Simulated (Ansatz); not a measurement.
The starting structures come from a database of crystals and need not be the phases stable at ambient conditions.

Inside the gap of an insulator the Bloch states are evanescent, with a wavenumber k + iκ along the transport direction.

Data:

```xyz
4
Lattice="4.0840 0.0000 0.0000 0.0000 4.0840 0.0000 0.0000 0.0000 5.7356" Properties=species:S:1:pos:R:3 pbc="T T T"
Zn     0.0000     0.0000     0.0000
Sn     2.0420     2.0420     2.8678
P      0.0000     2.0420     1.3023
P      2.0420     0.0000     4.4333
```

Space group of this cell: P-4m2. The cell is strained (all lengths scaled by 1.02); by r2SCAN its mean pressure is -3.8 GPa.

Transport runs along the normal of the first two printed cell vectors, the (001) plane of the conventional cell.

No gap correction and no spin-orbit coupling; mid-gap values are interpolated between computed energies.

**Question.** Estimate the band gap and the smallest decay constant κ at mid-gap that r2SCAN (Ansatz, a program for electronic structure) returns for this system.

**Answer.** Gap 0.66 eV on a 8×8×6 mesh; κ = 0.062 1/Å, at the zone centre.
